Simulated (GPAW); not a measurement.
Band structure of Mg6GaB (Amm2, 8 atoms in the cell).

```
Mg6GaB
1.0
    4.04488     0.00000     0.00000
    0.00000     4.01985     4.79101
    0.00000    -4.01985     4.79101
Mg Ga B
6 1 1
Direct
  0.00000   0.84132   0.38510
  0.00000   0.38510   0.84132
  0.00000   0.35758   0.35758
  0.50000   0.68792   0.05018
  0.50000   0.05018   0.68792
  0.50000   0.13063   0.13063
  0.50000   0.56356   0.56356
  0.00000   0.98372   0.98372
```

Method: PBEsol, GPAW PAW datasets PBEsol (made by gpaw-setup) (plane waves; GPAW 25.7.0).

Settings: mode = pw; ecut = 900 eV; xc = PBEsol; kpts = 5 3 3; mesh shift (steps) = 0 0 0; occupations.name = fermi-dirac; occupations.width = 0.05 eV; nbands = -12; convergence.density = 1e-05 e/electron; convergence.energy = 1e-05 eV/electron; symmetry.symmorphic = false; symmetry.tolerance = 0.0005; maxiter = 120; bandpath_npoints = 40.

The starting cell comes from a database of computed structures (which also holds hypothetical and non-ambient phases and stackings), without a prior relaxation at this level.

Levels in eV from the Fermi level, bands 29 to 36:
| point | 29 | 30 | 31 | 32 | 33 | 34 | 35 | 36 |
|---|---|---|---|---|---|---|---|---|
| Γ | -3.03 | -2.07 | -1.71 | -0.67 | -0.32 | 1.11 | 1.21 | 1.71 |
| X | -0.92 | -0.55 | -0.37 | -0.19 | 0.67 | 0.95 | 1.64 | 2.09 |
| S | -2.99 | -2.71 | -0.43 | -0.04 | 0.72 | 0.87 | 1.48 | 2.20 |
| R | -2.09 | -2.06 | -1.55 | -1.52 | -1.22 | -0.89 | 0.05 | 0.38 |
| A | -3.41 | -3.33 | -2.80 | -2.77 | 1.04 | 1.07 | 1.33 | 1.98 |
| Z | -2.19 | -2.18 | -1.83 | -1.73 | -0.76 | -0.65 | -0.18 | 0.02 |
| Y | -0.64 | -0.37 | -0.25 | -0.20 | 0.74 | 1.01 | 1.58 | 1.70 |
| X1 | -0.92 | -0.55 | -0.37 | -0.19 | 0.67 | 0.95 | 1.64 | 2.09 |
| A1 | -3.41 | -3.33 | -2.80 | -2.77 | 1.04 | 1.07 | 1.33 | 1.98 |
| T | -3.41 | -3.37 | -3.13 | -3.08 | 1.15 | 1.37 | 1.51 | 2.26 |

Bands cross the Fermi level along this path, so the cell is metallic at this level.
